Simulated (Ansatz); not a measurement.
# A computed series for GaCuSe2: response to strain

Base system: GaCuSe₂ in the chalcopyrite structure (space group I-42d, No. 122; a = 5.608 Å, c = 11.098 Å). Axes: x, y, z lie along a, b, c of the conventional cell.

Strains are applied to the cell and any free atomic positions relax; under biaxial strain the out-of-plane vector relaxes too.

Method: Ansatz (an electronic-structure program), r2SCAN, PAW, cutoff 500 eV, no spin-orbit coupling.

Candidates:
(a) biaxial strain +2.13 %, plane normal [001], relaxed out of plane
(b) isotropic strain −3.63 %
(c) tensor shear ε_xy = −3.86 %
(d) biaxial strain −0.62 %, plane normal [001], relaxed out of plane

Before the change:

* **Band gap**: 0.57 eV

Order them by band gap, lowest first.

(a) biaxial strain +2.13 %, plane normal [001], relaxed out of plane (0.48 eV), (c) tensor shear ε_xy = −3.86 % (0.51 eV), (d) biaxial strain −0.62 %, plane normal [001], relaxed out of plane (0.59 eV), (b) isotropic strain −3.63 % (1.11 eV)

No phonon test of stability was made. All final runs are without spin polarisation.
